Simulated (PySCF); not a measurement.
PySCF 2.14.0, R2SCAN/def2-svp, df: V(NH)(OH)(NH2)2 ([NH]=[V]([NH2])([NH2])[OH]), 11 atoms. The geometry is a generated start, not checked to be a minimum at this level.

```yaml
task: energy
method: r2scan
basis: def2-svp
two_electron_scheme: density fitting
mol.max_memory: 3000 MB
mf.max_cycle: 100
mf.init_guess: minao (default)
mf.DIIS: CDIIS (default)
mf.diis_space: 8 (default)
mf.conv_tol: 1e-09 (default)
mf.grids.level: 3 (default)
basis_functions: 117
grid_points: 135544
```

```xyz
11

V      0.1715    -0.1561     0.1455
N      1.1095    -0.7517    -0.9921
H      1.7847    -1.2113    -1.6001
O      0.4421    -0.5827     1.7218
H      0.9160    -1.0428     2.4146
N     -1.4515    -0.6318    -0.3945
H     -2.2497    -0.3927     0.1936
H     -1.7642    -1.1843    -1.1872
N      0.3332     1.5937    -0.0908
H      0.8481     2.1418    -0.7711
H     -0.1399     2.2180     0.5604
```

Charge 0 and multiplicity 1 are set for this test and not shown to be the ground state.

One run each on 2 threads, 1 BLAS thread. Values of level_shift (Hartree) tried: 0 (default), 0.1, 0.3, 1.

**Question.** Predict the course of the Fock builds along this series.

**Answer.** Fewest Fock builds: 0.1 with 14. The count rises to 43 at 1. All converge to one solution.

```tsv
level_shift (Hartree)	Fock builds	end
0 (default)	16	same solution
0.1	14	same solution
0.3	16	same solution
1	43	same solution
```
